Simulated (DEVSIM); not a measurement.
## Schottky contact on n-type CdTe

System: Schottky contact on n-type CdTe, at 300 K.

```tsv
layer (left to right)	material	thickness (μm)	Nd (cm⁻³)	τn (s)	τp (s)
1	CdTe	5.40	2.2e15	6.9e-10	6.9e-10
```

Left contact: Schottky, work function 4.9 eV, emission velocity 6.8e6 cm/s. Right contact: ohmic. Voltage is applied to the left contact. Recombination: SRH at mid-gap, radiative. Mobility is constant in doping.

The device is made up for the run: typed textbook-type constants, with dimensions and the other settings drawn at random. Values at 300 K.

```csv
parameter,CdTe
gap (eV),1.5
affinity (eV),4.28
permittivity,10.2
Nc (cm⁻³),8e17
Nv (cm⁻³),1.8e19
μn (cm²/Vs),1000
μp (cm²/Vs),80
B (cm³/s),1e-10
```

Simulated with DEVSIM: 1D drift-diffusion, Boltzmann statistics, complete ionisation; no tunnelling, impact ionisation, image-force lowering or self-heating. Metal contacts follow the ideal Schottky-Mott rule: no Fermi-level pinning, no interface dipoles.

The potential step across the device at zero bias is 0.468 V. The largest field in the device at zero bias is 19000 V/cm and the dark forward voltage at 1 A/cm² is 0.282 V. The dark forward voltage at 100 A/cm² comes out as 0.561 V.

Dark forward current:

```json
[
 {"V (V)": "0.05", "J (A/cm²)": "0.00014"},
 {"V (V)": "0.10", "J (A/cm²)": "0.0011"},
 {"V (V)": "0.20", "J (A/cm²)": "0.050"},
 {"V (V)": "0.25", "J (A/cm²)": "0.32"},
 {"V (V)": "0.35", "J (A/cm²)": "8.3"},
 {"V (V)": "0.40", "J (A/cm²)": "23"},
 {"V (V)": "0.50", "J (A/cm²)": "68"},
 {"V (V)": "0.55", "J (A/cm²)": "94"},
 {"V (V)": "0.65", "J (A/cm²)": "150"},
 {"V (V)": "0.70", "J (A/cm²)": "180"},
 {"V (V)": "0.75", "J (A/cm²)": "210"},
 {"V (V)": "0.85", "J (A/cm²)": "270"},
 {"V (V)": "0.90", "J (A/cm²)": "300"},
 {"V (V)": "1.00", "J (A/cm²)": "370"},
 {"V (V)": "1.05", "J (A/cm²)": "400"},
 {"V (V)": "1.15", "J (A/cm²)": "460"},
 {"V (V)": "1.20", "J (A/cm²)": "490"},
 {"V (V)": "1.30", "J (A/cm²)": "550"},
 {"V (V)": "1.35", "J (A/cm²)": "590"},
 {"V (V)": "1.40", "J (A/cm²)": "620"},
 {"V (V)": "1.50", "J (A/cm²)": "680"},
 {"V (V)": "1.55", "J (A/cm²)": "710"},
 {"V (V)": "1.65", "J (A/cm²)": "780"},
 {"V (V)": "1.70", "J (A/cm²)": "810"},
 {"V (V)": "1.80", "J (A/cm²)": "880"},
 {"V (V)": "1.85", "J (A/cm²)": "910"},
 {"V (V)": "1.95", "J (A/cm²)": "970"},
 {"V (V)": "2.00", "J (A/cm²)": "1000"}
]
```

Dark reverse current:

```
V (V)  J (A/cm²)
-----  ---------
-0.10    -2.4e-5
-0.25    -2.6e-5
-0.50    -2.7e-5
-0.75    -2.7e-5
-1.00    -2.8e-5
-1.50    -2.8e-5
-2.00    -2.9e-5
-2.50    -2.9e-5
-3.25    -3.0e-5
-4.00    -3.0e-5
-5.00    -3.0e-5
```
